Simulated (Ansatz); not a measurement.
The starting structures come from a database of crystals and need not be the phases stable at ambient conditions.

Inside the gap of an insulator the Bloch states are evanescent, with a wavenumber k + iκ along the transport direction.

Here is the system:

```yaml
crystal:
  lattice:
    - [7.49743, 0.00000, 0.00000]
    - [0.62933, 7.59800, 0.00000]
    - [-0.38600, -0.77425, 10.30949]
  atoms:
    - { symbol: Cs, position: [0.19953, 0.85826, 0.63529] }
    - { symbol: Cs, position: [0.80047, 0.14174, 0.36471] }
    - { symbol: Cs, position: [0.77830, 0.72220, 0.96884] }
    - { symbol: Cs, position: [0.22170, 0.27780, 0.03116] }
    - { symbol: P, position: [0.75076, 0.20972, 0.77903] }
    - { symbol: P, position: [0.24924, 0.79028, 0.22097] }
    - { symbol: Se, position: [0.02103, 0.67377, 0.29091] }
    - { symbol: Se, position: [0.97897, 0.32623, 0.70909] }
    - { symbol: Se, position: [0.49560, 0.40546, 0.75811] }
    - { symbol: Se, position: [0.50440, 0.59454, 0.24189] }
    - { symbol: Se, position: [0.69781, 0.96070, 0.67590] }
    - { symbol: Se, position: [0.30219, 0.03930, 0.32410] }
    - { symbol: Se, position: [0.40550, 0.39529, 0.54134] }
    - { symbol: Se, position: [0.59450, 0.60471, 0.45866] }
    - { symbol: Se, position: [0.73075, 0.22679, 0.99049] }
    - { symbol: Se, position: [0.26925, 0.77321, 0.00951] }
```

Space group of this cell: P-1. The cell is taken as given.

Transport runs along the normal of the first two printed cell vectors.

The gap is the functional's own, uncorrected, and κ follows it; spin-orbit coupling is left out. Mid-gap values are interpolated between the computed energies.

Question: Give the band gap and the smallest decay constant κ at mid-gap that r2SCAN run with Ansatz (a quantum-chemistry and plane-wave program) yields.

Answer: Gap 1.83 eV on a 4×4×4 mesh; κ = 0.301 1/Å, at (0.000, 0.500) of the in-plane reciprocal vectors. At the zone centre, at the nearest computed energy, the slowest state has κ = 0.31 1/Å.
